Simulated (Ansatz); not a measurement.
**Pressure series in hypothetical P6_422 BAs**

The parent structure is BAs (space group P6_422, No. 181; a hypothetical phase, not in the database extracts checked).

```xyz
6
Lattice="3.4587 0.0000 0.0000 -1.7294 2.9954 0.0000 0.0000 0.0000 7.4818" Properties=species:S:1:pos:R:3 pbc="T T T"
B     -0.8647     1.4977     2.4939
B      0.8647     1.4977     4.9879
B      1.7294     0.0000     0.0000
As    -0.8647     1.4977     6.2349
As     0.8647     1.4977     1.2470
As     1.7294     0.0000     3.7409
```

Cell and atoms are relaxed at each pressure.

Computed with PBE (Ansatz, a first-principles code; PAW; 420 eV plane waves; no SOC).

Candidates:
(a) pressure −2 GPa
(b) pressure 7.5 GPa
(c) pressure 10 GPa

For the base:

- Band gap = 0.48 eV

Q: Order them by band gap, highest first.

A: (a) pressure −2 GPa (0.52 eV), (b) pressure 7.5 GPa (0.34 eV), (c) pressure 10 GPa (0.29 eV)

Load acts through the strain it causes; cell and atoms are relaxed under it. Whether these cells are dynamically stable was not tested. No other phases were tried under pressure. The base started in P3_121 and relaxed to P6_422 at this level. The zero or small gap of BAs under pressure 10 GPa can change with the level of theory.
